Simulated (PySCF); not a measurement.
PySCF 2.14.0, PBE/def2-svp, df: digermane ([GeH3][GeH3]), 8 atoms. The geometry is a generated start, not checked to be a minimum at this level.

- task: energy and gradient
- method: pbe
- basis: def2-svp
- two-electron scheme: density fitting
- mol.max_memory: 7000 MB
- mf.init_guess: minao (default)
- mf.DIIS: CDIIS (default)
- mf.diis_space: 8 (default)
- mf.conv_tol: 1e-09 (default)
- basis functions (reference run): 94
- grid points (reference run): 604912

```xyz
8

Ge    -1.1754     0.1168    -0.0203
Ge     1.1759    -0.1166     0.0202
H     -1.8299    -0.6885    -1.1007
H     -1.6259     1.5279    -0.2441
H     -1.8330    -0.3147     1.2546
H      1.6274    -1.4549     0.5193
H      1.8534     0.8891     0.8999
H      1.8074     0.0411    -1.3290
```

Differences are taken against the run with mf.grids.level = 8; no run here is proven converged. Each setting ran once; only counts and results are compared.

Measured:

```
setting                       grid points  energy against the reference  difference in forces (largest component)
----------------------------  -----------  ----------------------------  ----------------------------------------
the reference                      604912                             —                                         —
mf.grids.level = 6                 338632          under 0.001 meV/atom                               0.053 meV/Å
mf.grids.level = 5                 230712          under 0.001 meV/atom                               0.077 meV/Å
mf.grids.level = 4                 154624              +0.0020 meV/atom                                0.21 meV/Å
mf.grids.level = 3 (default)       100128              −0.0016 meV/atom                                0.48 meV/Å
mf.grids.level = 2                  58312              +0.0030 meV/atom                                0.60 meV/Å
mf.grids.level = 1                  29664                −0.11 meV/atom                                 2.0 meV/Å
```

Problem. How far does the result lie from the reference with mf.grids.level = 0?

Solution. grid points: 8616; energy against the reference: −3.3 meV/atom; difference in forces (largest component): 130 meV/Å. Total energies are compared; such shifts often cancel in part in energy differences. The gradients leave out the derivatives of the grid weights.
